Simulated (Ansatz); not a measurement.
Consider Ru-vacancy pair (Ru on one host Al site, one Al site vacant) in fcc Al, neutral cell. Method: PBE, PAW (plane waves to 420 eV; Ansatz, a quantum-chemistry and plane-wave program).

Settings: 32 host sites, the relaxed PBE lattice, a 3×3×3 k-point mesh shifted by half a step, smearing 0.10 eV, spin-restricted, no image-charge correction. No zero-point or tunnelling terms. Forms of the defect that were not tried may lie lower.

Barriers: single points on a 5×5×5 k-point mesh shifted by half a step at the bands' geometries (they differ from the bands' own by up to 0.05 eV, and are uncertain by about as much).

A. a nearby Al atom hops onto the vacant site (Ru-vacancy distance between ideal sites 2.86 Å throughout); the atom moves 2.49 Å along (-0.44, 0.44, 0.00) of the unit cell; the moving atom starts with neighbours Al at 2.66, Al at 2.76, Al at 2.77, Al at 2.82, Al at 2.86, 2 Al at 2.93, Al at 2.94, Al at 2.99, Al at 3.03; Ru at 2.78 Å and ends with Al at 2.66, Al at 2.76, Al at 2.77, Al at 2.82, Al at 2.86, 2 Al at 2.93, Al at 2.94, Al at 2.99, Al at 3.03; Ru at 2.78 Å; saddle order not checked, on a symmetry element.
B. direct exchange of Ru with the vacancy (Ru-vacancy distance between ideal sites 2.86 Å throughout); the atom moves 3.25 Å along (0.00, 0.57, 0.57) of the unit cell; the moving atom starts with neighbours Al at 2.64, 4 Al at 2.71, 6 Al at 2.78 Å and ends with Al at 2.64, 4 Al at 2.71, 6 Al at 2.78 Å; saddle order not checked, on a symmetry element.

A band can be held on a symmetry element, so unchecked saddle points there may be too high.

Put the candidates in order of forward barrier, lowest first, for PBE, PAW.

A (0.33 eV), B (1.79 eV)
